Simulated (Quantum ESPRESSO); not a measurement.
Quantum ESPRESSO run on SnO (Cmce, 8 atoms in the cell): self-consistent single point.

Method of the run: PBEsol, GBRV 1.5 ultrasoft (PBESOL) pseudopotentials (plane waves; Quantum ESPRESSO 7.5).

```
SnO
1.0
    2.70160    -2.70248     0.00000
    2.70160     2.70248     0.00000
    0.00000     0.00000    10.09010
Sn O
4 4
Direct
  0.73655   0.26345   0.86386
  0.26345   0.73655   0.13614
  0.76345   0.23655   0.36386
  0.23655   0.76345   0.63614
  0.26194   0.23806   0.25000
  0.73806   0.76194   0.75000
  0.23806   0.26194   0.75000
  0.76194   0.73806   0.25000
```

Reference input (self-consistent single point, DFT, PBEsol, plane waves, GBRV 1.5 ultrasoft (PBESOL) pseudopotentials): ecutwfc = 40 Ry; ecutrho = 200 Ry; occupations = smearing; smearing = marzari-vanderbilt; degauss = 0.0147 Ry; potentials = {Sn: sn_pbesol_v1.4.uspp.F.UPF, O: o_pbesol_v1.2.uspp.F.UPF}; K_POINTS = automatic 5 5 2 0 0 0; conv_thr = 1e-10 Ry; mixing_beta = 0.7. This run's input differs from it in these lines:

```diff
@@ -12,4 +12,4 @@
    ntyp = 2,
-   ecutwfc = 40,
-   ecutrho = 200,
+   ecutwfc = 60,
+   ecutrho = 300,
    occupations = 'smearing',
```

The program printed (abridged):

```
     Self-consistent Calculation

     iteration #  1     ecut=    60.00 Ry     beta= 0.70

     total energy              =    -763.79221675 Ry
     estimated scf accuracy    <       2.61383093 Ry

     iteration #  2     ecut=    60.00 Ry     beta= 0.70

     total energy              =    -764.40258452 Ry
     estimated scf accuracy    <       1.22662103 Ry

     iteration #  3     ecut=    60.00 Ry     beta= 0.70

     total energy              =    -764.70270339 Ry
     estimated scf accuracy    <       0.44286473 Ry

   [... 8 blocks of this kind left out ...]

     iteration # 12     ecut=    60.00 Ry     beta= 0.70

     WARNING: integrated charge=    80.00111263, expected=    80.00000000

     total energy              =    -764.77720298 Ry
     estimated scf accuracy    <          1.7E-09 Ry

     iteration # 13     ecut=    60.00 Ry     beta= 0.70
     End of self-consistent calculation

     the Fermi energy is     9.5716 ev

     WARNING: integrated charge=    80.00111279, expected=    80.00000000

!    total energy              =    -764.77720267 Ry
     estimated scf accuracy    <          2.1E-11 Ry
     smearing contrib. (-TS)   =       0.00001399 Ry
     internal energy E=F+TS    =    -764.77721666 Ry

     convergence has been achieved in  13 iterations

     Forces acting on atoms (cartesian axes, Ry/au):

     atom    1 type  1   force =     0.00000000   -0.00211854    0.00660056
     atom    2 type  1   force =     0.00000000    0.00211854   -0.00660056
     atom    3 type  1   force =     0.00000000    0.00211854    0.00660056
     atom    4 type  1   force =     0.00000000   -0.00211854   -0.00660056
   [... lines left out ...]

     Total force =     0.013866     Total SCF correction =     0.000034

          total   stress  (Ry/bohr**3)                   (kbar)     P=       -9.18
  -0.00006044   0.00000000   0.00000000           -8.89        0.00        0.00
   0.00000000  -0.00005991   0.00000000            0.00       -8.81        0.00
   0.00000000   0.00000000  -0.00006679            0.00        0.00       -9.83

   JOB DONE.
```

The run converged in 13 iterations. Against the reference run the free energy goes down by 77.4 meV/atom, the pressure goes from -0.81 to -0.92 GPa, the largest force moves little (0.179 to 0.178 eV/Å) and the gap on the mesh stays at 0.791 eV. The full log also holds: “WARNING: integrated charge=    80.00128896, expected=    80.00000000”. The full log also holds: “WARNING: integrated charge=    80.00150104, expected=    80.00000000”.

The starting cell comes from a database of computed structures (which also holds hypothetical and non-ambient phases and stackings), without a prior relaxation at this level. Its lattice was rescaled by a random factor within 2.5 % of one.

Cost on one core of a shared machine: roughly 3 min.
